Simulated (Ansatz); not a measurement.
Consider TiC in the rock salt structure (space group Fm-3m, No. 225; relaxed with 0.1 eV smearing).

```
CELL_PARAMETERS angstrom
      0.00000     2.16390     2.16390
      2.16390     0.00000     2.16390
      2.16390     2.16390     0.00000
ATOMIC_POSITIONS crystal
  C  0.00000 0.00000 0.00000
  Ti 0.50000 0.50000 0.50000
```

Cartesian axes are those of the cell as printed.

All numbers come from r2SCAN in Ansatz (plane waves to 500 eV, PAW, no spin-orbit coupling).

One thing is altered: uniaxial strain ε_zz = −2.78 %, all other strain components held at zero, atoms relaxed at fixed cell.

**Question.** Predict the stress tensor and what it implies for the stiffness.

**Answer.** Stress of the strained cell less that of the base (GPa, compression positive):
```
    3.8     0.0     0.0
    0.0     3.8     0.0
    0.0     0.0    17.2
```

Then −Δσ_ii/ε with ε = -0.0278 gives secant stiffness values (nonlinear terms included at this strain): C33 ≈ 618 GPa, C13 ≈ 135 GPa and C23 ≈ 135 GPa.

As a check, the harmonic strain energy −½ V₀ Δσ:ε is 15 meV/atom; the computed energy rise is 14 meV/atom.

No phonon test of stability was made. All final runs are without spin polarisation.

Ansatz is a program for electronic structure.
